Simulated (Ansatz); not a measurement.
For InAs (model structure, within 0.1 Å of F-43m, No. 216, 2 atoms in the cell), PBEsol in Ansatz (PAW) gives:

```
Property               Result
---------------  ------------
bulk modulus B0      55.9 GPa
cohesive energy  3.27 eV/atom
```

What does r²SCAN in Ansatz (PAW) give for the same quantities?


- bulk modulus: 57.3 GPa (rises by 2.5 %)
- cohesive energy: 3.03 eV/atom (drops by 0.24 eV/atom)

Changes are worked out from the printed values.

Unless a cell is named, each level is at its own relaxed cell (PBEsol 28.19, r²SCAN 28.50 Å³/atom).

Levels without +SOC leave out spin–orbit coupling, which shifts energies and cells of such heavy elements.

Caveats: the bulk modulus is −V dP/dV from two relaxed cells at ±2 % in volume (PBEsol, r²SCAN). Ansatz's density-functional and Hartree–Fock values are scalar-relativistic unless marked +SOC, with PAW data made under PBE.

A model structure was made by putting elements into a prototype or built by hand; here it ended with the formula and space group of a phase in our tables.

Ansatz is an electronic-structure program.
